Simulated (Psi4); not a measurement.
Psi4 1.11, PBE/def2-svp: Ga(Br)(NH2)2 ([NH2][Ga]([NH2])[Br]), 8 atoms. The geometry is a generated start, not checked to be a minimum at this level.

| Property | Value |
|---|---|
| task | energy |
| method | pbe |
| basis | def2-svp |
| memory | 3 GB |
| maxiter | 100 |
| keys of the molecule block | symmetry c1 |
| scf_type | df (default) |
| guess | auto, which took SAD (default) |
| scf_initial_accelerator | adiis (default) |
| e_convergence | 1e-06 (default) |
| d_convergence | 1e-06 (default) |
| dft_radial_points | 75 (default) |
| dft_spherical_points | 302 (default) |
| basis functions | 112 |
| grid points | 172709 |

```xyz
8

Ga     0.4335    -0.0610    -0.1643
Br     2.5286    -0.3721    -0.9665
N      0.0631    -0.7764     1.4730
H      0.5844    -1.5735     1.8167
H     -0.8787    -0.8161     1.8368
N     -0.6346     1.1055    -1.0719
H     -1.6226     1.1864    -0.8705
H     -0.4736     1.3070    -2.0534
```

One run each on 2 threads. Values of diis_max_vecs tried: 3, 6, 10 (default), 20.

**Question.** Which value of diis_max_vecs needs the fewest SCF iterations, and what happens away from it?

**Answer.** Fewest SCF iterations, within one of each other: 6 with 13, 10 (default) with 12, 20 with 12. The count rises to 19 at 3. All converge to one solution.

```json
[
 {"diis_max_vecs": "3", "SCF iterations": "19", "end": "same solution"},
 {"diis_max_vecs": "6", "SCF iterations": "13", "end": "same solution"},
 {"diis_max_vecs": "10 (default)", "SCF iterations": "12", "end": "same solution"},
 {"diis_max_vecs": "20", "SCF iterations": "12", "end": "same solution"}
]
```
